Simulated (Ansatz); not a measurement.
We consider TaN (model structure, started from the NbAs type, I4₁md, No. 109, 4 atoms in the cell), described by PBEsol (Ansatz, a first-principles code, plane waves, PAW).

The input as run:

Ansatz 0.2 input:
```yaml
crystal:
  lattice:
    - [-1.4343007773, 1.4343007773, 5.0635347468]
    - [1.4343007773, -1.4343007773, 5.0635347468]
    - [1.4343007773, 1.4343007773, -5.0635347468]
  atoms:
    - { symbol: Ta, position: [0.4988359288, 0.4988359288, 0.0] }
    - { symbol: Ta, position: [0.2488359288, 0.7488359288, 0.5] }
    - { symbol: N, position: [0.9171640712, 0.9171640712, 0.0] }
    - { symbol: N, position: [0.6671640712, 0.1671640712, 0.5] }
basis:
  ecutwfc: 520
  ecutrho_ratio: 4
  xc_grid: 2
kpoints:
  mp_grid: { grid: [18, 18, 18] }
hamiltonian:
  xc: pbesol
  dispersion: none
  pseudopotentials: { azcp: { folder: ./paw }, kind: paw }
scf:
  occupations: { method: fermi_dirac, width: 0.01 }
output:
  forces: true
  stress: true
  eigenvalues: true
relax:
  f_tol: 0.004
  escape_saddle: false
  max_steps: 80
  cell: { stress_tol: 0.02, fix: [volume] }
```

Excerpt of the program's output:

```
Relaxation: its limit of steps is 80 (relax.max_steps)
Crystal: 4 atoms, lattice volume = 41.667 Å³
Basis set: ecut = 520 eV, 1127 PW (Γ), FFT grids on a1+a3, a2+a3, a3, exchange–correlation on 48×48×90 points (8 copies of the dense FFT grid, shifted against one another)
Bands: 22, of which v1, the nominal top of the filled ones, is band 18 counted from 1 (17 counted from 0)
Symmetry: 8 space group operations
Space group: I41md (ITA 109), of the structure as read, at distance tolerance 3.5e-5 Å
k-points: 480 of 5832 (time reversal used)
Initial density: superposition of atomic densities (chi_scale 0.1, normalization cell, long waves kept (reshape's long-wave potential 0.00 eV rms))
Functional: x = pbesol(κ = 0.804, μ = 0.12345679012345678), c = pbesol(β = 0.046)
SCF iter   1: F=—  HF=-20377.015528 eV  |F-HF|=—  |Δ(HF+E_count)|=         —  Δρ=4.87e-2  dr2=5.34e-1
SCF iter   2: F=—  HF=-20376.971427 eV  |F-HF|=—  |Δ(HF+E_count)|=   4.41e-2  Δρ=2.38e-2  dr2=9.44e-2
  ...
SCF 1 converged in 7 iterations: F = -20376.979315 eV  dr2 = 4.61e-10
Crystal: 4 atoms, lattice volume = 41.667 Å³
Initial density: handed on by an earlier stage of this run
SCF 2 converged in 6 iterations: F = -20376.979302 eV  dr2 = 2.93e-12
Crystal: 4 atoms, lattice volume = 41.667 Å³
SCF 3 converged in 6 iterations: F = -20376.979387 eV  dr2 = 7.01e-13
Crystal: 4 atoms, lattice volume = 41.667 Å³
SCF 4 converged in 6 iterations: F = -20376.979396 eV  dr2 = 1.51e-13
Crystal: 4 atoms, lattice volume = 41.667 Å³
SCF iter   7: F=-20376.979396 eV  HF=-20376.979396 eV  |F-HF|=7.28e-12  |Δ(HF+E_count)|=  1.09e-11  Δρ=7.62e-9  dr2=2.93e-14
SCF iter   8: F=-20376.979396 eV  HF=-20376.979396 eV  |F-HF|=0.00e0  |Δ(HF+E_count)|=    0.00e0  Δρ=2.48e-9  dr2=2.95e-15
SCF 5 converged in 8 iterations: F = -20376.979396 eV  dr2 = 2.95e-15
SCF converged after 8 iterations
Free energy (F): -20376.979396 eV
Internal energy: -20376.979396 eV  (E = F + TS)
E sigma→0 (E₀):  -20376.979396 eV
Fermi energy:    20.936727 eV
--- Forces (eV/Å), atoms counted from 1 ---
  atom   1  Ta    -0.00000000    -0.00000000     0.00002304
  atom   2  Ta     0.00000000    -0.00000000     0.00002304
  atom   3  N     -0.00000000     0.00000000    -0.00002305
  atom   4  N      0.00000000     0.00000000    -0.00002305
--- Stress (GPa, compression-positive) ---
        7.633086       0.000000      -0.000000
        0.000000       7.633086      -0.000000
       -0.000000       0.000000       7.632363
  P = ⅓ Tr σ = 7.6328 GPa (76.328 kbar)
```

The cell is one volume of an energy–volume scan, off the minimum.

The PAW data were made under PBE.

Note: the relaxation could raise the start's symmetry but not lower it, so the cell can be a saddle point.

A model structure was made by putting elements into a prototype or built by hand; it is no filed structure, need not be a known phase, and can be a saddle point held by its symmetry.
